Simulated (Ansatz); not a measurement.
The parent structure is Mg2Ge in the anti-fluorite structure (space group Fm-3m, No. 225; a = 6.364 Å). Axes: x, y, z lie along the cube axes.

Method: plane-wave PAW DFT at the PBEsol level (Ansatz, a first-principles code, 420 eV), no spin-orbit coupling.

Before the change:

```
Property                            Result
---------------------  -------------------
Smallest direct gap                1.03 eV
Valence-band top at Γ  0.00, 0.00, 0.00 eV
```

Perturbation: tensile biaxial strain of 0.42 % in the plane normal to [111], as in epitaxy on a mismatched substrate; the out-of-plane cell vector and the atoms relax.

Q: What does the calculation give for the smallest direct gap, valence-band top at Γ and energy relative to the base after the change?

A: The smallest direct gap falls by 0.06 eV, from 1.03 eV to 0.97 eV; the valence-band top at Γ (three highest levels, from the VBM) changes from 0.00, 0.00, 0.00 eV to 0.00, -0.03, -0.03 eV; the energy hardly moves.

Gaps are read on the SCF mesh and a high-symmetry path. No phonon test of stability was made. The zero or small gap of Mg2Ge can change with the level of theory.
